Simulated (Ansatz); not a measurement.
Base system: GaN (space group Pm-3n, No. 223; a = 5.513 Å; a hypothetical phase, not in the database extracts checked). Axes: x, y, z lie along the cube axes.

Computed with PBEsol (Ansatz, a program for electronic structure, PAW, no spin-orbit coupling).

One thing is altered: the cell is compressed by 2.75 % along z with no lateral relaxation, atoms relaxed at fixed cell.

Q: Predict the stress tensor and what it implies for the stiffness.

A: Stress of the strained cell less that of the base (GPa, compression positive):
```
   2.40    0.00    0.00
   0.00    2.40    0.00
   0.00    0.00    8.45
```

Then −Δσ_ii/ε with ε = -0.0275 gives secant stiffness values (nonlinear terms included at this strain): C33 ≈ 307 GPa, C13 ≈ 87 GPa and C23 ≈ 87 GPa.

As a check, the harmonic strain energy −½ V₀ Δσ:ε is 10 meV/atom; the computed energy rise is 10 meV/atom.

Whether these cells are dynamically stable was not tested.
